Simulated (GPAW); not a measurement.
**Equation of state of zinc-blende GaN (space group 216): energy against volume (GPAW, PBE)**

```xyz
2
Lattice="0.0000 2.2198 2.2198 2.2198 0.0000 2.2198 2.2198 2.2198 0.0000" Properties=species:S:1:pos:R:3 pbc="T T T"
Ga     0.0000     0.0000     0.0000
N      3.3297     3.3297     3.3297
```

Computed with PBE, GPAW PAW datasets PBE (gpaw-data 1.0.1) (plane waves; GPAW). Settings: mode = pw; ecut = 1040 eV; xc = PBE; kpts = 12 12 12; mesh shift (steps) = 0 0 0; occupations.name = fermi-dirac; occupations.width = 0.01 eV; nbands = -8; convergence.density = 1e-05 e/electron; convergence.energy = 1e-05 eV/electron; convergence.bands = -6; symmetry.symmorphic = false; symmetry.tolerance = 0.0005; maxiter = 100. The cell above is the first row's. The rows scale it uniformly. In all rows fractional positions and the k mesh are held. E is the free energy at the stated smearing, counted from the lowest row.

| V (Å^3/atom) | E (meV/atom) |
|---|---|
| 10.938 | ? |
| 11.176 | 55.18 |
| 11.414 | 30.80 |
| 11.652 | 14.00 |
| 11.889 | 3.96 |
| 12.127 | 0.00 |
| 12.365 | 1.46 |
| 12.603 | 7.78 |
| 12.841 | 18.41 |

Fit E of the 8 rows that show it with the third-order Birch-Murnaghan form, a cubic in V^(-2/3). With u = V^(-2/3) - 0.191, the rows have u = 0.009052, 0.006261, 0.003566, 0.000971, -0.001549, -0.003988, -0.006349, -0.008638. Least squares gives E = 1.789 + 1833.77·u + 441994·u² + 786213·u³. Residuals (row less fit): -0.008, 0.011, 0.016, -0.027, -0.006, 0.004, 0.018, -0.012; standard error 0.020 (degrees of freedom: 4). Its minimum lies at u = -0.002086, so V0 = (0.188914)^(-3/2) = 12.18. There d²E/du² = 874100 and d³E/du³ = 4717000, so B0 = (4/9) × 12.18^(-7/3) × 874100 × 0.160218 = 182 GPa (the last factor turns the table's units into GPa), and B0' = 4 + (2/3) × 0.188914 × (4717000)/874100 = 4.7. The program's pressures in the fitted runs (not shown) pass through zero at V = 12.18, 0.02 % from this V0.

Problem. Estimate the missing E (V = 10.938); what did the run itself give?

Solution. u = 0.011943, so E = 1.789 + 1833.77 × 0.011943 + 441994 × 0.011943² + 786213 × 0.011943³ = 88.073 meV/atom. The calculation gives 88.03 meV/atom, 0.043 meV/atom below the prediction (under 0.05 % of the range of E in the table). The row lies outside the fitted rows, so this is an extrapolation. From the scatter of the fitted rows alone, a prediction at this place has a standard error of 0.060 meV/atom, so the miss is 0.7 times that.

Carrying the step between the two nearest rows on in a straight line would have given 79.56, off by 8.47; series whose last step already gives the withheld value aren't shown. The scan was laid around a cell of about the measured size, scaled by a guess for this functional. This is a metastable polymorph. The runs keep the symmetry of the cell, so they don't test it for distortions. Cutoffs and mesh are single choices, not tested for convergence of this quantity. Series with a scatter that would blur these digits, or in which a gap closes, are not shown. Nor are scans whose minimum lies at an end fitted in this form.
